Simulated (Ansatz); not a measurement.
The parent structure is SnSe$_{2}$ in the CdI2 type structure (space group P-3m1, No. 164; layered, stacked along the Cartesian z axis).

```
SnSe2
1.0
    3.84028     0.00000     0.00000
   -1.92014     3.32578     0.00000
    0.00000     0.00000     6.00569
Sn Se
1 2
Direct
  0.00000   0.00000   0.00000
  0.33333   0.66667   0.26533
  0.66667   0.33333   0.73467
```

Calculations: PBE-D3(BJ)/PAW in Ansatz (a program for electronic structure), no spin-orbit coupling.

Base values:

| Item | Value |
|---|---|
| Pressure | 0.00 GPa |
| Width of the top valence band | 1.99 eV |
| Band gap | 0.36 eV |

It is then changed as follows: the cell is scaled by 0.9665 in all directions; the atoms relax in the strained cell.

Task: Estimate the effect on the pressure, width of the top valence band, energy relative to the base, largest internal atomic displacement and band gap.

Result: The pressure (mean of the normal stresses, compression positive) goes from zero to 5.37 GPa; the width of the top valence band goes up by 0.73 eV (1.99 eV → 2.72 eV); the energy increases by 38 meV/atom; the largest internal atomic displacement amounts to 0.079 Å; the band gap shrinks by 0.235 eV, from 0.36 eV to 0.12 eV.

Whether these cells are dynamically stable was not tested. A zero or small gap of SnSe2 under isotropic strain −3.35 % can be the functional's error rather than a property of the material.
